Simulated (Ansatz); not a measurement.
**NbSi2 (model structure, started from the fluorite type, Fm-3m, No. 225, 3 atoms in the cell): equilibrium lattice constant a by level of theory**

No measured value is used here.

```tsv
level (code)	value (Å)
PBE (Ansatz)	6.046
PBEsol (Ansatz)	5.985
PBE-D3(BJ) (Ansatz)	___
```

**Question.** Some entries are withheld; supply them.

**Answer.** 
- PBE-D3(BJ) (Ansatz, a quantum-chemistry and plane-wave program), value (Å): 5.970

Ansatz's density-functional and Hartree–Fock values are scalar-relativistic unless marked +SOC, with PAW data made under PBE.

A model structure was made by putting elements into a prototype or built by hand; it is no filed structure, need not be a known phase, and can be a saddle point held by its symmetry.
